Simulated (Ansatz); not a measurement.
SrO under load (space group R-3m), r2SCAN, rigid bands (Ansatz, a program for electronic structure). Condition of this run: biaxial stress in (111) of 5.4 GPa (compression positive) (the target of the relaxation). Band gap 3.72 eV, N_c = 3.23e19 cm⁻³ and N_v = 1.89e20 cm⁻³ at 300 K, conductivity masses of 0.505 mₑ (electrons) and 1.48 mₑ (holes). Take k_BT = 0.02585 eV.

### Question
What thermal injection velocity √(2k_BT/πm) limits a ballistic channel?

### Answer
7.57e6 cm/s for electrons and 4.42e6 cm/s for holes, a ratio of √(m_h/m_e) = 1.71, for dilute carriers.

### Question
Find the intrinsic carrier density and the intrinsic Fermi level.

### Answer
n_i = √(N_c N_v) exp(−E_g/2k_BT) = 7.81e19 × exp(−71.95) = 4.4e-12 cm⁻³. The level lies (k_BT/2) ln(N_v/N_c) = 23 meV from mid-gap (positive towards the conduction band). Each 0.1 eV added to the gap lowers n_i by a factor of 6.9.

### Question
A film of it is 8 nm thick. Estimate the confinement energies in an infinite well.

### Answer
ħ²π²/(2m t²) = 0.376 eV·nm²/(m/mₑ × t²) gives 11.6 meV for electrons and 3.97 meV for holes, so the gap would widen to about 3.74 eV. Finite barriers and nonparabolic bands lower this, and with several valleys or bands the heaviest mass along the normal sets the lowest level, not this average.

Rigid bands with the computed gap; masses take one relaxation time for all states. Spin-orbit coupling is left out; where it splits the top of the valence band, N_v and the p-type Seebeck coefficient come out somewhat high without it. Geometry: cell and atoms relaxed with PBEsol.
